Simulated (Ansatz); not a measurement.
Input and output of a self-consistent single point for a sheet of Os₂C (3 atoms in the cell) (Ansatz, an electronic-structure program).

Method: BLYP, default PAW files made with PBE (plane waves; Ansatz).

```
CELL_PARAMETERS angstrom
      2.98909     0.00000     0.00000
     -1.49455     2.58863     0.00000
      0.00000     0.00000    16.43029
ATOMIC_POSITIONS crystal
  C  0.00000 0.00000 0.50000
  Os 0.33333 0.66667 0.57396
  Os 0.66667 0.33333 0.42604
```

Reference input (self-consistent single point, DFT, revPBE, plane waves, default PAW files made with PBE): kpoints.mp_grid.grid = 7 7 1; hamiltonian.xc = revpbe; hamiltonian.pseudopotentials = {kind: paw} (the program's default PAW files); scf.occupations.method = cold; scf.occupations.width = 0.02 Ry. This run's input differs from it in these lines:

Ansatz 0.2 input:
```diff
@@ -13,3 +13,3 @@
 hamiltonian:
-  xc: revpbe
+  xc: blyp
   pseudopotentials:
```

Log, with long lists cut:

```
SCF iter   1: F=—  HF=-23065.748832 eV  |F-HF|=—  |Δ(HF+E_count)|=         —  Δρ=8.04e-3  dr2=8.62e-2  ethr=1.77e-3  ⟨swp⟩=7.6  Hψ=911  notcnv=0
all-band conjugate gradients solve this SCF's bands
preconditioner: auto → LDOS
SCF iter   2: F=—  HF=-23065.740638 eV  |F-HF|=—  |Δ(HF+E_count)|=   8.19e-3  S|Δr|=    0.00e0  Δρ=3.85e-3  dr2=3.83e-2  ethr=2.40e-4  ⟨swp⟩=3.1  Hψ=475  notcnv=0
   [... lines left out ...]
SCF iter   5: F=—  HF=-23065.735392 eV  |F-HF|=—  |Δ(HF+E_count)|=   5.91e-5  S|Δr|=    0.00e0  Δρ=8.49e-5  dr2=7.44e-6  ethr=5.02e-7  ⟨swp⟩=3.1  Hψ=379  notcnv=0
SCF iter   6: F=—  HF=-23065.735417 eV  |F-HF|=—  |Δ(HF+E_count)|=   2.47e-5  S|Δr|=    0.00e0  Δρ=2.92e-5  dr2=1.09e-6  ethr=2.07e-8  ⟨swp⟩=2.5  Hψ=287  notcnv=0
SCF iter   7: F=-23065.735417 eV  HF=-23065.735417 eV  |F-HF|=1.16e-7  |Δ(HF+E_count)|=   4.36e-7  S|Δr|=    0.00e0  Δρ=7.00e-6  dr2=4.33e-8  ethr=2.78e-10  ⟨swp⟩=6.9  Hψ=991  notcnv=0
SCF 1 converged in 7 iterations: F = -23065.735417 eV  dr2 = 4.33e-8
Stability not checked (fill_not_monotonic)
Free energy (F): -23065.735417 eV
Internal energy: -23065.703604 eV  (E = F + TS)
E sigma→0 (E₀):  -23065.724813 eV
Entropy (-TS):   -0.031813 eV (-10.604 meV/atom)
Fermi energy:    2.860364 eV
--- Forces (eV/Å), atoms counted from 1 ---
  atom   1  C      0.00000000    -0.00000000     0.00000000
  atom   2  Os    -0.00000000     0.00000000     1.26769687
  atom   3  Os    -0.00000000    -0.00000000    -1.26769687
--- Stress (GPa, compression-positive) ---
       -4.726914      -0.000000      -0.000000
        0.000000      -4.726914      -0.000000
       -0.000000      -0.000000       3.882577
  P = ⅓ Tr σ = -1.8571 GPa (-18.571 kbar)
  The stress holds the Pulay correction. Without it, at fixed plane waves, as pw.x and ABINIT print it: P = -1.9223 GPa
```

The run converged in 7 iterations. Against the reference run the largest force goes from 0.570 to 1.268 eV/Å.

The starting cell was generated: these elements placed on a structure prototype, without a prior relaxation; it need not be a known phase or ordering of this composition. Spin-orbit coupling is off. Spin polarisation is off. Forces in this geometry exceed 1 eV/Å.
